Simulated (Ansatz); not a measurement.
# What pressure 5 GPa does to Co

The reference is Co in the hcp (Mg type) structure (space group P6_3/mmc, No. 194; a = 2.494 Å, c = 4.032 Å; ferromagnetic).

It is then changed as follows: a hydrostatic pressure of 5 GPa.

Method: Ansatz (an electronic-structure program), PBE, PAW, cutoff 420 eV, no spin-orbit coupling, earlier PAW set. Settings: 21×21×12 k-points, 0.05 eV Fermi–Dirac smearing.

| quantity | base | changed | shift |
|---|---|---|---|
| lattice parameter a | 2.494 Å | 2.475 Å | -0.019 Å |
| c/a ratio | 1.617 | 1.617 | 0.000 |
| shortest interatomic distance | 2.477 Å | 2.459 Å | -0.018 Å |
| enthalpy H = E + PV relative to the base's energy | – | +0.33 eV/atom | – |
| band gap | zero | zero | – |
| magnetic state | ferromagnetic | ferromagnetic | – |
| largest site moment | 1.69 μB | 1.66 μB | -0.024 μB |

Final structure:

```
Co
1.0
    2.47495     0.00000     0.00000
   -1.23748     2.14337     0.00000
    0.00000     0.00000     4.00198
Co
2
Cartesian
  0.00000   1.42891   3.00149
  1.23748   0.71446   1.00050
```

The magnetic state is the one reached from the starting moments; the real material's order can differ, and small cells can't hold many antiferromagnetic ones. Load acts through the strain it causes; cell and atoms are relaxed under it. Whether these cells are dynamically stable was not tested. Competing high-pressure phases were not computed.
